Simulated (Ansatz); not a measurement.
System: SiGe (P6₃mc, No. 186, 4 atoms in the cell; start mp-978534). Method: r²SCAN+rVV10 in Ansatz (plane waves, PAW).

Run with plane-wave cutoff 560 eV, 12×12×6 k mesh (along the axes of the cell as run), Fermi–Dirac smearing 0.01 eV, scalar-relativistic PAW data made under PBE.

Cell (relaxed at this level):

Space group P6₃mc (No. 186); a = b = 3.8939 Å, c = 6.4410 Å, α = β = 90.00°, γ = 120.00°

```tsv
atom	site	symmetry	x	y	z
Si	2b	3m.	0.3333	0.6667	0.3744
Ge	2b	3m.	0.3333	0.6667	0.0006
```

Question: Give the computed band gap and smallest direct gap on the k points sampled.

Answer: 
* **band gap**: 0.61 eV (indirect)
* **smallest direct gap on the k points sampled**: 0.79 eV

Spin–orbit coupling is not included.

The computed numbers hold no vibrational or temperature effects.

A start named mp-… is a Materials Project structure, which need not be a measured phase.

Ansatz is a quantum-chemistry and plane-wave program.
